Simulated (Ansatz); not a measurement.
The starting structures come from a database of crystals and need not be the phases stable at ambient conditions.

By PBEsol, the system below comes out a metal.

Here is the system:

```
CELL_PARAMETERS angstrom
      5.59191     0.00000     0.00000
     -2.79596     4.84274     0.00000
      2.79596     1.61425     2.28289
ATOMIC_POSITIONS crystal
  La 0.00000 0.50000 0.50000
  In 0.00000 0.00000 0.00000
```

Space group of this cell: Pm-3m, CsCl type. The cell is taken as given; by PBEsol its mean pressure is -2.2 GPa.

The current flows along the normal of the first two printed cell vectors, the (111) plane of the conventional cell. No spin-orbit coupling; the value is a mean over 0.1 eV about the Fermi level.

Predict the ballistic conductance per area from PBEsol in Ansatz (an electronic-structure program).

0.24 × 10¹⁵ S/m² for both spins.
